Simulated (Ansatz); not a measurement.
Take BeS in the zinc blende structure (space group F-43m, No. 216; a = 4.7964 Å) as the base.

Computed with plane-wave PAW DFT at the LDA level (Ansatz, a quantum-chemistry and plane-wave program, 420 eV), no spin-orbit coupling.

Strains are applied to the cell and any free atomic positions relax.

One change was made to it. Results:

| quantity | base | after |
|---|---|---|
| energy relative to the base (free energy F) | 0 meV/atom | +1.0 meV/atom |
| width of the top valence band | 3.57 eV | 3.50 eV |
| electron mass | 0.80 mₑ along k, 0.28 mₑ across (at X) | 0.80 mₑ along k, 0.28 mₑ across (at X) |

Q: Which change produced these results?
A) isotropic strain +0.50 %
B) isotropic strain +2.00 %
C) isotropic strain −0.50 %
D) isotropic strain −1.50 %
E) isotropic strain −1.00 %

A: A, isotropic strain +0.50 %. For comparison, the electron mass in the other runs: isotropic strain +2.00 % gives 0.82 mₑ along k, 0.29 mₑ across (at X); isotropic strain −0.50 % gives 0.79 mₑ along k, 0.27 mₑ across (at X); isotropic strain −1.50 % gives 0.78 mₑ along k, 0.27 mₑ across (at X); isotropic strain −1.00 % gives 0.79 mₑ along k, 0.27 mₑ across (at X).

The levels and masses belong to the bands next to the band gap. Effective masses come from finite differences of ±0.01 Å⁻¹. Along k means along the line from Γ to the band edge. Whether these cells are dynamically stable was not tested.
